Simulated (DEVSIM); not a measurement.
Structure: Cr/La2O3/p-Si capacitor, at 300 K.

| layer (left to right) | material | thickness (nm) | Na (cm⁻³) |
|---|---|---|---|
| 1 | La2O3 | 4.10 | - |
| 2 | Si | 14000 | 1.7e15 |

Metal gate on the left, work function 4.5 eV. Fixed charge at the semiconductor interface 0 cm⁻² (in units of +e); no interface traps.

This is a model device: material constants are rounded textbook-type values typed into the input, and sizes, dopings and lifetimes were drawn at random. Values at 300 K; Nc and Nv go as T^1.5, mobilities as T to minus their exponent, the gap by Varshni's rule with the affinity fixed.

```
parameter         La2O3        Si
----------------  -----  --------
gap (eV)            5.8     1.124
affinity (eV)       1.8      4.05
permittivity         27      11.7
Nc (cm⁻³)             -   2.86e19
Nv (cm⁻³)             -    3.1e19
Varshni α (eV/K)      -  0.000473
Varshni β (K)         -       636
```

Simulated with DEVSIM: 1D Poisson equation in equilibrium, Boltzmann statistics, complete ionisation; no quantum confinement or tunnelling. Metal contacts follow the ideal Schottky-Mott rule: no Fermi-level pinning, no interface dipoles.

The temperature was swept, all else fixed.

```tsv
temperature (K)	threshold voltage (band bending 2φF) (V)	minimum of the low-frequency capacitance (μF/cm²)	flat-band voltage (V)
250	…	…	-0.48
300	0.20	0.0172	-0.42
350	0.15	0.0209	-0.36
400	0.10	0.0245	-0.29
450	0.05	0.0338	-0.23
500	0.00	0.0572	-0.16
```

Question: Fill in the missing entries.

Answer: 
- 250, threshold voltage (band bending 2φF) (V): 0.25
- 250, minimum of the low-frequency capacitance (μF/cm²): 0.0159
